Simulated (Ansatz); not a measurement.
The starting structures come from a database of crystals and need not be the phases stable at ambient conditions.

 Where the default PAW files enter, the runs use the earlier of Ansatz's two default sets.

Evanescent states of Cs2Pt (P6_3/mmc, not sure to be the ambient phase, 6 atoms a cell, 38.4 Å³ an atom) along the normal of (100)

Computed with r2SCAN (plane waves, PAW; Ansatz, a first-principles code).

No gap correction and no spin-orbit coupling; mid-gap values are interpolated between computed energies.

Energies count from the valence-band top; κ is the least over a 6×4 mesh across the current.

```csv
E (eV),κ (1/Å),where
0.06,0.140,Γ
0.17,0.222,Γ
0.28,0.241,Γ
0.39,0.252,Γ
0.49,0.259,Γ
0.60,0.263,Γ
0.71,0.264,Γ
0.82,0.262,Γ
0.94,0.259,Γ
1.04,0.255,Γ
1.16,0.245,Γ
1.26,0.231,Γ
1.38,0.217,Γ
1.49,0.202,Γ
1.59,0.185,Γ
1.71,0.166,Γ
1.81,0.143,Γ
1.93,0.114,Γ
2.04,0.038,off Γ
```

Problem. How thick must the barrier be to attenuate the transmission by 10^6 when the electrodes' Fermi level lies at 0.94 eV, and what attenuation does that film give at 0.60 eV?

Solution. d = 6 ln 10 / (2 × 0.259) = 26.7 Å. At 0.60 eV it gives 6 × 0.263/0.259 = 6.1 decades.
